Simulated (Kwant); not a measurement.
Model system: quantum point contact (saddle potential) in a GaAs two-dimensional gas. Effective mass 0.067 mₑ, grid spacing 4.2 nm, hard walls, nominal width 100 nm (23 grid rows, so walls 100.8 nm apart), one parabolic valley, scattering region 300 nm long along x; energies count from the band bottom; Fermi energy 0.0311 eV. Potential (V0 + ½k y²) cos²(πx/L) for |x| < L/2, with V0 swept from 0.032655 to 0 eV, k = 5.8e-05 eV/nm², L = 130 nm.

Constants are typed, rounded textbook-type inputs, not results; the design itself was drawn at random and stands for no fabricated device.

Kwant, effective-mass tight-binding model on a square grid, one spin, coherent transport at 0 K. Conductance is in e²/h.

Task: Compare with the saddle-point formula G = Σ 1/(1 + exp(−2π(E − V0 − ħωy(n + ½))/ħωx)), taking ħωy = ħ√(k/m) and ħωx from the curvature along x of V0 plus half of the mode's confinement energy.

Result: ħωy = 8.12 meV; at V0 = 26.5 meV the lowest mode has ħωx = 6.16 meV.

| V0 (meV) | formula | simulation |
|---|---|---|
| 30.8 | 0.028 | 0.029 |
| 26.5 | 0.63 | 0.65 |
| 22.2 | 1.03 | 1.03 |
| 18.0 | 1.74 | 1.78 |
| 13.7 | 2.03 | 2.05 |
| 9.47 | 2.84 | 2.90 |

The formula takes a parabolic saddle in the continuum; the run has the full potential on a grid.
